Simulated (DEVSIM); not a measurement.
Structure: abrupt Si n-p junction, at 400 K.

```
layer (left to right)  material  thickness (μm)  Nd (cm⁻³)  Na (cm⁻³)  τn (s)  τp (s)
---------------------  --------  --------------  ---------  ---------  ------  ------
1                            Si            82.0     1.7e19          -  9.8e-7  9.8e-7
2                            Si             150          -     3.7e17  9.8e-7  9.8e-7
```

Left contact: ohmic. Right contact: ohmic. Voltage is applied to the left contact. Recombination: SRH at mid-gap, Auger. Mobility is constant in doping.

The device is made up for the run: typed textbook-type constants, with dimensions and the other settings drawn at random. Values at 300 K; Nc and Nv go as T^1.5, mobilities as T to minus their exponent, the gap by Varshni's rule with the affinity fixed.

| parameter | Si |
|---|---|
| gap (eV) | 1.124 |
| affinity (eV) | 4.05 |
| permittivity | 11.7 |
| Nc (cm⁻³) | 2.86e19 |
| Nv (cm⁻³) | 3.1e19 |
| μn (cm²/Vs) | 1417 |
| μp (cm²/Vs) | 470 |
| T exponent of μn | 2.3 |
| T exponent of μp | 2.2 |
| Cn (cm⁶/s) | 2.8e-31 |
| Cp (cm⁶/s) | 9.9e-32 |
| Varshni α (eV/K) | 0.000473 |
| Varshni β (K) | 636 |

Model (solved in DEVSIM): 1D drift-diffusion, Boltzmann statistics, complete ionisation; no tunnelling, impact ionisation, image-force lowering or self-heating.

The doping Na of layer 2 was swept, all else fixed.

```json
[
 {"doping Na of layer 2 (cm^-3)": "1.1e16", "potential step across the device at zero bias (V)": "0.775", "dark forward voltage at 1 A/cm² (V)": "0.470", "largest field in the device at zero bias (V/cm)": "270000", "dark forward voltage at 100 A/cm² (V)": "1.020"},
 {"doping Na of layer 2 (cm^-3)": "3.7e16", "potential step across the device at zero bias (V)": "0.817", "dark forward voltage at 1 A/cm² (V)": "0.495", "largest field in the device at zero bias (V/cm)": "270000", "dark forward voltage at 100 A/cm² (V)": "0.898"},
 {"doping Na of layer 2 (cm^-3)": "1.1e17", "potential step across the device at zero bias (V)": "0.854", "dark forward voltage at 1 A/cm² (V)": "0.527", "largest field in the device at zero bias (V/cm)": "290000", "dark forward voltage at 100 A/cm² (V)": "0.826"},
 {"doping Na of layer 2 (cm^-3)": "3.7e17", "potential step across the device at zero bias (V)": "0.896", "dark forward voltage at 1 A/cm² (V)": "0.564", "largest field in the device at zero bias (V/cm)": "370000", "dark forward voltage at 100 A/cm² (V)": "0.785"},
 {"doping Na of layer 2 (cm^-3)": "1.1e18", "potential step across the device at zero bias (V)": "0.934", "dark forward voltage at 1 A/cm² (V)": "0.594", "largest field in the device at zero bias (V/cm)": "540000", "dark forward voltage at 100 A/cm² (V)": "0.779"},
 {"doping Na of layer 2 (cm^-3)": "3.7e18", "potential step across the device at zero bias (V)": "0.975", "dark forward voltage at 1 A/cm² (V)": "0.613", "largest field in the device at zero bias (V/cm)": "920000", "dark forward voltage at 100 A/cm² (V)": "0.782"},
 {"doping Na of layer 2 (cm^-3)": "1.1e19", "potential step across the device at zero bias (V)": "1.013", "dark forward voltage at 1 A/cm² (V)": "?", "largest field in the device at zero bias (V/cm)": "?", "dark forward voltage at 100 A/cm² (V)": "0.781"}
]
```

Complete the blanks.


- 1.1e19, dark forward voltage at 1 A/cm² (V): 0.618
- 1.1e19, largest field in the device at zero bias (V/cm): 1400000
